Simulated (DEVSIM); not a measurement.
System: Cr/SiON/p-Si capacitor, at 450 K.

Layer 1 from the left is SiON, thickness (nm) 23.0. Layer 2 from the left is Si, thickness (nm) 17000, Na (cm⁻³) 1.1e15.

Metal gate on the left, work function 4.5 eV. Fixed charge at the semiconductor interface 1.7e10 cm⁻² (in units of +e); no interface traps.

The device is made up for the run: typed textbook-type constants, with dimensions and the other settings drawn at random. Values at 300 K; Nc and Nv go as T^1.5, mobilities as T to minus their exponent, the gap by Varshni's rule with the affinity fixed.

SiON: gap (eV) 7, affinity (eV) 1.4, permittivity 5.5. Si: gap (eV) 1.124, affinity (eV) 4.05, permittivity 11.7, Nc (cm⁻³) 2.86e19, Nv (cm⁻³) 3.1e19, Varshni α (eV/K) 0.000473, Varshni β (K) 636.

Simulated with DEVSIM: 1D Poisson equation in equilibrium, Boltzmann statistics, complete ionisation; no quantum confinement or tunnelling. Metal contacts follow the ideal Schottky-Mott rule: no Fermi-level pinning, no interface dipoles.

**Question.** What does the simulation give for the threshold voltage (band bending 2φF), the flat-band voltage, the minimum of the low-frequency capacitance?

**Answer.** threshold voltage (band bending 2φF) 0.06 V; flat-band voltage -0.22 V; minimum of the low-frequency capacitance 0.0260 μF/cm².
